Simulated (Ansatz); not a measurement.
The parent structure is Ag₂S in the anti-fluorite structure (space group Fm-3m, No. 225; a = 6.090 Å; a model cell, its experimental status unchecked). Axes: x, y, z lie along the cube axes.

Calculations: DFT with PBEsol, PAW potentials and a 420 eV plane-wave cutoff in Ansatz (a program for electronic structure), spin-orbit coupling left out, earlier PAW set.

One thing is altered: every lattice vector is stretched by 1.46 %, atoms relaxed at fixed cell.

Task: Predict the stress tensor and what it implies for the stiffness.

Result: Stress of the strained cell less that of the base (GPa, compression positive):
```
   -3.2     0.0     0.0
    0.0    -3.2     0.0
    0.0     0.0    -3.2
```

Then B = −ΔP/(ΔV/V₀) with ΔV/V₀ = 0.0444 gives secant stiffness values (nonlinear terms included at this strain): B ≈ 72 GPa.

As a check, the harmonic strain energy −½ V₀ Δσ:ε is 8.2 meV/atom; the computed energy rise is 8.7 meV/atom.

No phonon test of stability was made. All final runs are without spin polarisation. This is not the structure that Ag2S has at room temperature and ambient pressure.
